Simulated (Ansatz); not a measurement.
For WSi (model structure, started from the NbAs type, I4₁md, No. 109, 4 atoms in the cell), PBE (plane waves, PAW; Ansatz, a quantum-chemistry and plane-wave program) gives:

| Item | Value |
|---|---|
| lattice constant a | 3.367 Å |
| c axis length | 10.722 Å |

Q: What does PBE-D3(BJ) (plane waves, PAW; Ansatz) give for the same quantities?

A: 
- lattice constant a: 3.342 Å (shrinks by 0.7 %)
- lattice parameter c: 10.580 Å (decreases by 1.3 %)

Changes are worked out from the printed values.

Unless a cell is named, each level is at its own relaxed cell (PBE 15.19, PBE-D3(BJ) 14.77 Å³/atom).

Levels without +SOC leave out spin–orbit coupling, which shifts energies and cells of such heavy elements.

Ansatz's density-functional and Hartree–Fock values are scalar-relativistic unless marked +SOC, with PAW data made under PBE.

A model structure was made by putting elements into a prototype or built by hand; it is no filed structure, need not be a known phase, and can be a saddle point held by its symmetry.
